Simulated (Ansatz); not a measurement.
Here is the system:

```
CELL_PARAMETERS angstrom
      0.00000     2.10507     2.10507
      2.11565     0.00000     2.10507
      2.11565     2.10507     0.00000
ATOMIC_POSITIONS crystal
  O  0.00000 0.00000 0.00000
  Mg 0.50000 0.50000 0.50000
```

No spin polarisation.

A single point on MgO with a change (uniaxial stress, 1 GPa tension along x), its geometry relaxed with PBEsol.

The values are results of Ansatz (a quantum-chemistry and plane-wave program), r2SCAN, PAW, cutoff 500 eV, spin-orbit coupling left out, not measurements. Γ-centred 13×13×13 mesh, Fermi–Dirac width 0.05 eV.

Task: Predict the band gap, pressure and width of the top valence band.

Result: 
```json
{
 "band_gap": "5.58 eV",
 "pressure": "-1.48 GPa",
 "width_of_the_top_valence_band": "1.78 eV"
}
```

Single points use the geometry relaxed with PBEsol. Load acts through the strain it causes; cell and atoms are relaxed under it. Beyond what the load breaks, stability against distortions was not tested. The cell was made from MgO in the rock salt structure (space group Fm-3m, No. 225) by this change: uniaxial stress, 1 GPa tension along x.
